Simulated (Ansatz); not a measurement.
**MgO, pressure series**

Base system: MgO in the rock salt structure (space group Fm-3m, No. 225; a = 4.254 Å).

Cell and atoms are relaxed at each pressure.

All numbers come from PBE, PAW, 420 eV (Ansatz, a first-principles code; no spin-orbit coupling), earlier PAW set.

```
case               electron mass  width of the top valence band  band gap  shortest interatomic distance
----------------  --------------  -----------------------------  --------  -----------------------------
base              0.34 mₑ (at Γ)                        1.71 eV   4.46 eV                        2.127 Å
pressure −1 GPa   0.33 mₑ (at Γ)                        1.70 eV   4.40 eV                        2.132 Å
pressure 3 GPa    0.34 mₑ (at Γ)                        1.74 eV   4.64 eV                        2.114 Å
pressure 7 GPa    0.35 mₑ (at Γ)                        1.79 eV   4.87 eV                        2.097 Å
pressure 15 GPa   0.37 mₑ (at Γ)                        1.86 eV   5.29 eV                        2.068 Å
pressure 30 GPa   0.39 mₑ (at Γ)                        1.99 eV   5.98 eV                        2.025 Å
pressure 50 GPa   0.42 mₑ (at Γ)                        2.13 eV   6.76 eV                        1.980 Å
pressure 75 GPa   0.44 mₑ (at Γ)                        2.28 eV   7.60 eV                        1.936 Å
pressure 100 GPa  0.47 mₑ (at Γ)                        2.42 eV   8.33 eV                        1.902 Å
```

Load acts through the strain it causes; cell and atoms are relaxed under it. Effective masses come from finite differences of ±0.01 Å⁻¹. Whether these cells are dynamically stable was not tested. Competing high-pressure phases were not computed.
